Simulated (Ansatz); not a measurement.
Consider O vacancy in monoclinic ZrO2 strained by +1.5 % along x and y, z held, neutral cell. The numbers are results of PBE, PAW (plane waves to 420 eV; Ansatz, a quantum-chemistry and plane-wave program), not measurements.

Settings: 96 host sites, the strained lattice (strain from the relaxed PBE one, atoms relaxed), the Γ point alone, smearing 0.01 eV, spin-restricted, no image-charge correction. Static, classical nuclei. The charge state is imposed; whether it is stable for some Fermi level was not computed. Forms of the defect that were not tried may lie lower.

Barriers: single points on a 2×2×2 k-point mesh shifted by half a step at the bands' geometries (they differ from the bands' own by up to 0.15 eV, and are uncertain by about as much).

The step: one O atom jumps into the vacancy from a nearby O site. Atoms about the jump, Cartesian Å from the middle of the jump, before and after:

```
atom     x0     y0     z0     x1     y1     z1
----  -----  -----  -----  -----  -----  -----
O1     0.16  -1.20   0.13  -0.16   1.20  -0.13
Zr2    0.93   0.24   1.52   0.91   0.27   1.56
Zr3   -0.91  -0.27  -1.56  -0.93  -0.24  -1.52
O4     2.14   1.74   0.78   2.17   1.76   0.80
O5    -2.17  -1.76  -0.80  -2.14  -1.74  -0.78
O6     0.68  -1.39  -2.51   0.66  -1.37  -2.43
O7    -0.66   1.37   2.43  -0.68   1.39   2.51
Zr8    1.39   2.41  -1.13   1.40   2.41  -1.11
Zr9   -1.40  -2.41   1.11  -1.39  -2.41   1.13
O10    0.24   1.36  -2.75   0.25   1.38  -2.80
O11   -0.25  -1.38   2.80  -0.24  -1.36   2.75
O12    2.63   0.92  -1.86   2.62   0.93  -1.86
O13   -2.62  -0.93   1.86  -2.63  -0.92   1.86
O14   -2.64   0.92  -1.85  -2.67   0.92  -1.86
O15    2.67  -0.92   1.86   2.64  -0.92   1.85
Zr16  -1.40   2.93   1.13  -1.40   2.92   1.13
Zr17   1.40  -2.92  -1.13   1.40  -2.93  -1.13
```

### Question
Give the saddle-point geometry and the barrier.

### Answer

| atom | x | y | z |
|---|---|---|---|
| O1 | 0.00 | 0.00 | 0.00 |
| Zr2 | 1.01 | 0.23 | 1.71 |
| Zr3 | -1.01 | -0.23 | -1.72 |
| O4 | 2.12 | 1.76 | 0.79 |
| O5 | -2.12 | -1.76 | -0.80 |
| O6 | 0.66 | -1.41 | -2.52 |
| O7 | -0.67 | 1.41 | 2.52 |
| Zr8 | 1.43 | 2.42 | -1.12 |
| Zr9 | -1.43 | -2.41 | 1.11 |
| O10 | 0.23 | 1.37 | -2.74 |
| O11 | -0.23 | -1.36 | 2.73 |
| O12 | 2.63 | 0.90 | -1.87 |
| O13 | -2.63 | -0.89 | 1.86 |
| O14 | -2.69 | 0.93 | -1.90 |
| O15 | 2.69 | -0.93 | 1.89 |
| Zr16 | -1.42 | 2.95 | 1.17 |
| Zr17 | 1.42 | -2.94 | -1.18 |
It lies 1.85 eV above the start and 1.85 eV above the end. The saddle point's order was not checked, and it lies on a symmetry element of the cell, where a band can be held.
